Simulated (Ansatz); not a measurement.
**ZnS: thickness series**

Start from ZnS in the zinc blende structure (space group F-43m, No. 216; a = 5.3904 Å). Axes: x, y, z lie along the cube axes.

Free-standing slabs (2 atom(s) a layer) normal to [110] with 15 Å of vacuum; in-plane cell held at bulk.

Level of theory: plane-wave PAW DFT at the r2SCAN level (Ansatz, a first-principles code, 500 eV), no spin-orbit coupling, earlier PAW set.

Notes on the quantities. excess energy per area of both faces: slab less bulk energy over the cell's area: twice a surface energy; layer's space group: with vacuum.

```csv
change,excess energy per area of both faces,shortest interatomic distance,gap character,band gap,layer's space group
base,–,2.334 Å,–,2.70 eV,–
1 layer,–,2.098 Å,"indirect, U → Γ",2.87 eV,Pmm2 (No. 25)
2 layers,?,?,direct at Γ,?,Pmn2_1 (No. 31)
3 layers,1.17 J/m²,2.250 Å,"indirect, Γ → X",2.86 eV,Pmm2 (No. 25)
4 layers,1.08 J/m²,2.255 Å,direct at Γ,3.00 eV,Pmn2_1 (No. 31)
5 layers,1.10 J/m²,2.249 Å,direct at Γ,2.94 eV,Pmm2 (No. 25)
6 layers,1.10 J/m²,2.252 Å,direct at Γ,2.91 eV,Pmn2_1 (No. 31)
7 layers,1.10 J/m²,2.251 Å,direct at Γ,2.88 eV,Pmm2 (No. 25)
```

**Question.** Complete the table.

**Answer.** 
- 2 layers, excess energy per area of both faces: 0.88 J/m²
- 2 layers, shortest interatomic distance: 2.243 Å
- 2 layers, band gap: 3.33 eV

Slab and bulk use different k-meshes, which limits the precision of the excess energy. Stability against distortions was not tested. k-point labels follow each cell's own Brillouin zone.
